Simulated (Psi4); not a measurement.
Psi4 1.11, TPSS/def2-svp: Bi(F)(SiH3)2 ([F][Bi]([SiH3])[SiH3]), 10 atoms. The geometry is a generated start, not checked to be a minimum at this level.

```yaml
task: energy
method: tpss
basis: def2-svp
memory: 3 GB
maxiter: 100
keys_of_the_molecule_block: symmetry c1
scf_type: df (default)
e_convergence: 1e-06 (default)
d_convergence: 1e-06 (default)
dft_radial_points: 75 (default)
dft_spherical_points: 302 (default)
effective_core_potentials: those of the basis set, past Kr
basis_functions: 106
grid_points: 214412
```

```xyz
10

Bi    -0.2837    -0.7864     1.3811
F     -0.9034    -2.2708     0.0084
Si     1.9003    -0.4690    -0.0172
H      3.0469    -0.6471     0.8803
H      2.0637     0.8385    -0.6461
H      2.0163    -1.4839    -1.0529
Si    -1.7146     0.9376     0.0449
H     -2.9521     1.1750     0.7961
H     -2.0917     0.4603    -1.2754
H     -1.0817     2.2459    -0.1192
```

With the defaults (diis = true, scf_initial_accelerator = adiis, damping_percentage = 0, level_shift = 0, level_shift_cutoff = 0.01, diis_start = 1, diis_max_vecs = 10, guess = auto, which took SAD) it converges in 9 SCF iterations. One run each on 2 threads, with these changes:
- scf_initial_accelerator = none
- diis_max_vecs = 20
- diis_max_vecs = 3
- level_shift = 0.1, level_shift_cutoff = 0.001
- diis = false, scf_initial_accelerator = none, damping_percentage = 60
- diis_start = 4
- level_shift = 0.5, level_shift_cutoff = 0.001
- guess = sapgau
- guess = sadno

Q: Name the settings that don't reach the solution of the defaults.

A: No convergence: diis = false, scf_initial_accelerator = none, damping_percentage = 60 (the run ends without SCF convergence in 100 iterations). The rest reach the solution of the defaults.

```
setting                                                                SCF iterations             end
---------------------------------------------------------------------  --------------  --------------
level_shift = 0.5, level_shift_cutoff = 0.001                                       8   same solution
the defaults                                                                        9   same solution
level_shift = 0.1, level_shift_cutoff = 0.001                                       9   same solution
diis_max_vecs = 20                                                                  9   same solution
scf_initial_accelerator = none                                                      9   same solution
guess = sadno                                                                      12   same solution
diis_start = 4                                                                     15   same solution
diis_max_vecs = 3                                                                  15   same solution
guess = sapgau                                                                     20   same solution
diis = false, scf_initial_accelerator = none, damping_percentage = 60             100  no convergence
```
